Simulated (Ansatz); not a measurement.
The structure below was relaxed with Ansatz (a quantum-chemistry and plane-wave program), r2SCAN, PAW, cutoff 500 eV, scalar-relativistic without spin-orbit coupling, earlier PAW set.

Space group Pm-3m (No. 221); a = 4.8415 Å, b = 4.8415 Å, c = 4.8415 Å, α = 90.00°, β = 90.00°, γ = 90.00°

```csv
atom,site,symmetry,x,y,z
K,1a,m-3m,0.0000,0.0000,0.0000
Ta,1b,m-3m,0.5000,0.5000,0.5000
S,3c,4/mm.m,0.0000,0.5000,0.5000
```

Write out a cell with all atoms.


```
KTaS3
1.0
    4.84146     0.00000     0.00000
    0.00000     4.84146     0.00000
    0.00000     0.00000     4.84146
K Ta S
1 1 3
Cartesian
  0.00000   0.00000   0.00000
  2.42073   2.42073   2.42073
  0.00000   2.42073   2.42073
  2.42073   2.42073   0.00000
  2.42073   0.00000   2.42073
```
This is the conventional cell.

Whether these cells are dynamically stable was not tested. All final runs are without spin polarisation. The cell was made from KTaO3 by this change: O → S; the result is a hypothetical phase, not in the database extracts checked.
